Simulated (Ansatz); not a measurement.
**A constructed model of the (110) surface of bcc Ta, a cell of two sites (a+b, b-a) surface alloy, Ti on one Ta site of the top plane (bottom of the slab: a bare face, its two planes held)**

Computed with PBE (plane waves to 420 eV, PAW; Ansatz, an electronic-structure program).

Set-up: 12 atoms, 11.7 Å thick at the start; mesh 11x8x1; 0.1 eV smearing; dipole correction on; 4 atoms held, the rest relaxed; start symmetry kept, larger cells not searched; no spin, no spin-orbit, no U. It is one candidate, not shown to be the stable structure of the face.

```json
{
 "work_function_of_the_top_face": "4.46 eV",
 "energy_released_by_relaxation": "0.071 eV",
 "cost": "roughly 4 core-minutes"
}
```
